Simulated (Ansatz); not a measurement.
## Response to strain in InSb

The parent structure is InSb in the zinc blende structure (space group F-43m, No. 216).

```yaml
crystal:
  lattice:
    - [0.00000, 3.31757, 3.31757]
    - [3.31757, 0.00000, 3.31757]
    - [3.31757, 3.31757, 0.00000]
  atoms:
    - { symbol: In, position: [0.00000, 0.00000, 0.00000] }
    - { symbol: Sb, position: [0.25000, 0.25000, 0.25000] }
```

Strains are applied to the cell and any free atomic positions relax.

The values are results of PBE/PAW in Ansatz (a program for electronic structure), without spin-orbit coupling, not measurements.

| isotropic strain (%) | pressure (GPa) |
|---|---|
| -3 | 4.2 |
| -2.5 | 3.4 |
| -1 | 1.2 |
| -0.5 | ? |
| 0 | 0.0 |
| 0.5 | -0.5 |
| 1.5 | -1.5 |
| 2.5 | -2.3 |
| 3 | -2.6 |

Question: Fit P = P₀ − Bδ + Cδ² with δ = (1 + ε)³ − 1 to the rows shown and predict the withheld row.

Answer: Least squares on the printed values gives P₀ = 0.0 GPa, B = 38.3 GPa, C = 110 GPa (largest residual 0.0 GPa); this predicts 0.6 GPa, and the run gives 0.6 GPa, in agreement.

Whether these cells are dynamically stable was not tested. All final runs are without spin polarisation.
